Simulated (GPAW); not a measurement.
A self-consistent single point of Ge (Fd-3m, 2 atoms in the cell) with GPAW.

Method: PBEsol, GPAW PAW datasets PBEsol (made by gpaw-setup) (plane waves; GPAW 25.7.0).

```
CELL_PARAMETERS angstrom
      0.00000     2.82012     2.82012
      2.82012     0.00000     2.82012
      2.82012     2.82012     0.00000
ATOMIC_POSITIONS crystal
  Ge 0.50000 0.50000 0.50000
  Ge 0.75000 0.75000 0.75000
```

Reference input (self-consistent single point, DFT PBE, plane waves, GPAW PAW datasets PBE (gpaw-data 1.0.1)): mode = pw; ecut = 550 eV; xc = PBE; kpts = 8 8 8; mesh shift (steps) = 0 0 0; occupations.name = fermi-dirac; occupations.width = 0.1 eV; nbands = -10; convergence.forces = 0.001 eV/Å; symmetry.symmorphic = false; symmetry.tolerance = 0.0005; maxiter = 120. This run's input differs from it in these lines:

```diff
@@ -13,3 +13,3 @@
 calc = GPAW(mode={'name': 'pw', 'ecut': 550},
-            xc='PBE',
+            xc='PBEsol',
             kpts={'size': (8, 8, 8), 'gamma': True},
```

Its files differ too (potentials: GPAW PAW datasets PBEsol (made by gpaw-setup)).

The program printed (abridged):

```
     iter     time        total  log10-change:
                         energy   eigst   dens  force
iter:   1 --:--:--    -9.905408
iter:   2 --:--:--    -9.898669   -2.73  -0.89
iter:   3 --:--:--    -9.843358   -2.27  -0.91
iter:   4 --:--:--    -9.836872   -3.91  -1.63
iter:   5 --:--:--    -9.837043   -3.79  -1.84
iter:   6 --:--:--    -9.835668c  -4.43  -2.03
iter:   7 --:--:--    -9.835662c  -6.41  -2.98
iter:   8 --:--:--    -9.835679c  -5.95  -2.95
iter:   9 --:--:--    -9.835679c  -7.25  -4.08c
iter:  10 --:--:--    -9.835680c  -8.36c -4.26c
iter:  11 --:--:--    -9.835680c  -9.27c -4.27c -16.09c
Converged after 11 iterations.

Dipole moment: (3.676351, 3.676351, 3.676351) |e|*Ang

Energy contributions relative to reference atoms: (reference = -114111.519876)

Kinetic:        +26.120145
Potential:      -23.365574
External:        +0.000000
XC:             -12.586060
Entropy (-ST):   -0.003923
Local:           -0.002229
SIC:             +0.000000
--------------------------
Free energy:     -9.837641
Extrapolated:    -9.835680

Showing only first 2 kpts
 Kpt  Band  Eigenvalues  Occupancy
  0     2      5.94621    1.17668
  0     3      5.94621    1.17668
  0     4      6.07691    0.55781
  0     5      8.48675    0.00000

  1     2      5.05066    1.99982
  1     3      5.05066    1.99982
  1     4      7.80148    0.00000
  1     5      8.26279    0.00000

Fermi level: 5.98192

Gap: 0.131 eV
Transition (v -> c):
  (s=0, k=0, n=3, [0.00, 0.00, 0.00]) -> (s=0, k=0, n=4, [0.00, 0.00, 0.00])
No difference between direct/indirect transitions
Energy (eV): -9.83568

Forces in eV/Ang:
  0 Ge    0.00000   -0.00000   -0.00000
  1 Ge    0.00000   -0.00000    0.00000

Stress tensor:
    -0.010463     0.000000     0.000000
     0.000000    -0.010463    -0.000000
     0.000000    -0.000000    -0.010463
Stress (GPa, Voigt): [-1.6763 -1.6763 -1.6763 -0.      0.      0.    ]
```

The run converged in 11 iterations. GPAW prints stress with tension positive. Against the reference run the pressure goes from 4.68 to 1.68 GPa.

The starting cell comes from a database of computed structures (which also holds hypothetical and non-ambient phases and stackings), without a prior relaxation at this level. Its lattice was rescaled by a random factor within 2.5 % of one. The log's line on a gap gives a spacing of levels on this mesh, which the program prints for metals too.
